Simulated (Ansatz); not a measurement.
The reference is VN in the zinc blende structure (space group F-43m, No. 216; a = 4.3846 Å; a model cell, its experimental status unchecked; relaxed with 0.1 eV smearing). Axes: x, y, z lie along the cube axes.

Level of theory: plane-wave PAW DFT at the PBEsol level (Ansatz, an electronic-structure program, 420 eV), without spin-orbit coupling.

It is then changed as follows: tensor shear ε_yz = −1.41 % (engineering shear γ = -0.0282), atoms relaxed at fixed cell.

Task: Predict the stress tensor and what it implies for the stiffness.

Result: Stress of the strained cell less that of the base (GPa, compression positive):
```
   -0.3     0.0     0.0
    0.0     0.0     1.2
    0.0     1.2     0.0
```

Then −Δσ/γ with γ = 2ε = -0.0282 gives secant stiffness values (nonlinear terms included at this strain): C44 ≈ 43 GPa.

Whether these cells are dynamically stable was not tested. All final runs are without spin polarisation.
